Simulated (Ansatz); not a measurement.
Here is the system:

Host crystal: wurtzite ZnO, with a band gap (PBE, scalar-relativistic without spin-orbit coupling).

End structure of F on the 1x1 (10-10) surface of wurtzite ZnO (cut with top plane O + Zn), one in a 2x1 cell, started at the site 'top Zn #2':

```xyz
33
Lattice="6.5590 0.0000 0.0000 0.0000 5.2938 0.0000 0.0000 0.0000 28.5000" Properties=species:S:1:pos:R:3 pbc="T T T"
O      1.6397     1.9980     9.5337
O      4.9192     1.9980     9.5337
Zn     1.6397     5.4592     9.8703
Zn     4.9192     5.4592     9.8703
O      0.0000     4.6170    10.4747
O      3.2795     4.6170    10.4747
Zn     0.0000     2.6193    10.3425
Zn     3.2795     2.6193    10.3425
O      0.0000     1.9680    12.3364
O      3.2795     1.9680    12.3364
Zn     0.0000     5.2726    12.4339
Zn     3.2795     5.2726    12.4339
O      1.6397     4.6064    13.3227
O      4.9192     4.6064    13.3227
Zn     1.6397     2.5965    13.2567
Zn     4.9192     2.5965    13.2567
O      1.5822     1.9650    15.1675
O      4.9768     1.9650    15.1675
Zn     1.6167     5.2581    15.2364
Zn     4.9422     5.2581    15.2364
O      0.0000     4.6036    16.1561
O      3.2795     4.5863    16.0552
Zn     0.0000     2.5965    16.2625
Zn     3.2795     2.6016    16.0061
O      0.0000     1.9329    18.2222
O      3.2795     1.8411    17.7888
Zn     0.0000     5.2134    18.1510
Zn     3.2795     5.1903    18.0339
O      1.6543     4.5017    18.7727
O      4.9046     4.5017    18.7727
Zn     1.7962     2.5875    18.9614
Zn     4.7628     2.5875    18.9614
F      3.2795     7.6282    20.3085
```

Model: 33-atom slab, 9.4 Å thick at the start under the adsorbate (thin: gaps and levels are the slab's own), 3x4x1 mesh, Fermi-Dirac 0.01 eV, dipole correction, single point; on the structure that PBE left under its start's symmetry; spin-polarised, ending with about 0.7 μB a cell, a value that depends on the mesh; orders that need a larger cell were not tried, no spin-orbit, no U, no dispersion correction. The slab shows no gap over 0.04 eV on its mesh. The program's check for a lower electronic state was not made. It is one chosen start, not shown to be the lowest state of the adsorbate.

A negative adsorption energy means that the adsorbate is more stable on the surface than in its reference.

Question: Predict the change of the step from the bottom to the top vacuum level, against the clean slab from r2SCAN, at the PBE geometry and the start's symmetry (Ansatz, a quantum-chemistry and plane-wave program).

Answer: 1.58 eV

Question: Predict the adsorption energy against ½ F2(g) at the same level from r2SCAN, at the PBE geometry and the start's symmetry.

Answer: -1.64 eV
